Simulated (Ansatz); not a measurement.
The reference is Nb in the bcc (W type) structure (space group Im-3m, No. 229; a = 3.304 Å; relaxed with 0.1 eV smearing). Axes: x, y, z lie along the cube axes.

Method: r2SCAN in Ansatz (plane waves to 500 eV, PAW, no spin-orbit coupling).

Modification: uniaxial strain ε_zz = −1.50 %, all other strain components held at zero; the atoms relax in the strained cell.

Question: Predict the new stress.

Answer: The stress (xx, yy, zz, yz, xz, xy; compression positive) amounts to (2.1, 2.1, 3.9, 0.0, 0.0, 0.0) GPa.

No phonon test of stability was made. The final runs are not spin-polarised.

Ansatz is an electronic-structure program.
